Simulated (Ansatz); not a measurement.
**A computed series for SiO2: pressure series**

The parent structure is SiO2 (space group P4_12_12, No. 92; a = 5.083 Å, c = 7.098 Å).

Cell and atoms are relaxed at each pressure.

Calculations: PBE (Ansatz, a quantum-chemistry and plane-wave program), no spin-orbit coupling, earlier PAW set.

```json
[
 {"variant": "base", "electron mass": "0.54 mₑ (at Γ)", "width of the top valence band": "0.64 eV", "hole mass": "1.7 mₑ along c, 1.9 mₑ across (at Γ)", "volume per atom": "15.28 Å³"},
 {"variant": "pressure −2 GPa", "electron mass": "0.57 mₑ (at Γ)", "width of the top valence band": "0.76 eV", "hole mass": "–", "volume per atom": "17.55 Å³"},
 {"variant": "pressure −1 GPa", "electron mass": "0.56 mₑ (at Γ)", "width of the top valence band": "0.70 eV", "hole mass": "1.5 mₑ along c, 1.9 mₑ across (at Γ)", "volume per atom": "16.35 Å³"},
 {"variant": "pressure 0.3 GPa", "electron mass": "0.54 mₑ (at Γ)", "width of the top valence band": "0.62 eV", "hole mass": "1.7 mₑ along c, 1.9 mₑ across (at Γ)", "volume per atom": "15.02 Å³"},
 {"variant": "pressure 0.7 GPa", "electron mass": "0.53 mₑ (at Γ)", "width of the top valence band": "0.60 eV", "hole mass": "1.7 mₑ along c, 2.0 mₑ across (at Γ)", "volume per atom": "14.67 Å³"},
 {"variant": "pressure 1.5 GPa", "electron mass": "0.52 mₑ (at Γ)", "width of the top valence band": "0.56 eV", "hole mass": "–", "volume per atom": "14.05 Å³"},
 {"variant": "pressure 3 GPa", "electron mass": "0.50 mₑ (at Γ)", "width of the top valence band": "0.50 eV", "hole mass": "1.9 mₑ along c, 2.2 mₑ across (at Γ)", "volume per atom": "13.18 Å³"},
 {"variant": "pressure 5 GPa", "electron mass": "0.49 mₑ (at Γ)", "width of the top valence band": "0.50 eV", "hole mass": "2.0 mₑ (at Γ)", "volume per atom": "12.35 Å³"},
 {"variant": "pressure 7.5 GPa", "electron mass": "0.48 mₑ (at Γ)", "width of the top valence band": "0.52 eV", "hole mass": "2.0 mₑ along c, 1.6 mₑ across (at Γ)", "volume per atom": "11.65 Å³"},
 {"variant": "pressure 10 GPa", "electron mass": "0.47 mₑ (at Γ)", "width of the top valence band": "0.55 eV", "hole mass": "2.1 mₑ along c, 1.7 mₑ across (at Γ)", "volume per atom": "11.13 Å³"}
]
```

The levels and masses belong to the bands next to the band gap. Load acts through the strain it causes; cell and atoms are relaxed under it. Masses are band curvatures over ±0.01 Å⁻¹ around the edge. Stability against distortions was not tested. Competing high-pressure phases were not computed.
